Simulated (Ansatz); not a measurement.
Consider the following.

```xyz
2
Lattice="3.7718 0.0000 0.0000 1.8859 3.2665 0.0000 1.8859 -1.0888 3.2552" Properties=species:S:1:pos:R:3 pbc="T T T"
Ag     0.0000     0.0000     0.0000
Cl     1.8859     1.0888     1.6276
```

No spin polarisation.

Computed with PBEsol (Ansatz, a program for electronic structure, PAW, scalar-relativistic without spin-orbit coupling). k-mesh 10×10×10 (Γ-centred); smearing 0.05 eV (Fermi–Dirac).

Predict the gap character and band gap.


```json
{
 "gap_character": "indirect, L → Γ",
 "band_gap": "0.66 eV"
}
```

The cells carry an imposed strain or load. Stability against distortions was not tested. The cell was made from AgCl in the rock salt structure (space group Fm-3m, No. 225) by this change: biaxial strain −2.08 %, plane normal [111], relaxed out of plane.
